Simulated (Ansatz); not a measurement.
The structure below was relaxed with r2SCAN/PAW in Ansatz (a quantum-chemistry and plane-wave program), without spin-orbit coupling, at pressure 7 GPa.

```
CELL_PARAMETERS angstrom
      0.00000     2.07646     2.07646
      2.07646     0.00000     2.07646
      2.07646     2.07646     0.00000
ATOMIC_POSITIONS crystal
  F  0.75000 0.75000 0.75000
  Li 0.00000 0.00000 0.00000
```

Find the space group and the Wyckoff positions.

Space group F-43m (No. 216); a = 4.153 Å, b = 4.153 Å, c = 4.153 Å, α = 90.00°, β = 90.00°, γ = 90.00°

| atom | site | symmetry | x | y | z |
|---|---|---|---|---|---|
| F | 4c | -43m | 0.2500 | 0.2500 | 0.2500 |
| Li | 4a | -43m | 0.0000 | 0.0000 | 0.0000 |

Describe the coordination.

The crystal has 8 atoms in its conventional cell. Cell: a = 4.153 Å, b = 4.153 Å, c = 4.153 Å, α = 90.00°, β = 90.00°, γ = 90.00°. F has 4 Li at 1.798 Å (tetrahedral). Li has 4 F at 1.798 Å (tetrahedral). (Neighbours: up to the widest gap in distance over summed covalent radii, below 1.35, at either atom; cation-cation and far metal-metal contacts left out.)

Load acts through the strain it causes; cell and atoms are relaxed under it. Stability against distortions was not tested. No other phases were tried under pressure. The cell was made from LiF in the zinc blende structure (space group F-43m, No. 216; a hypothetical phase, not in the database extracts checked) by this change: pressure 7 GPa.
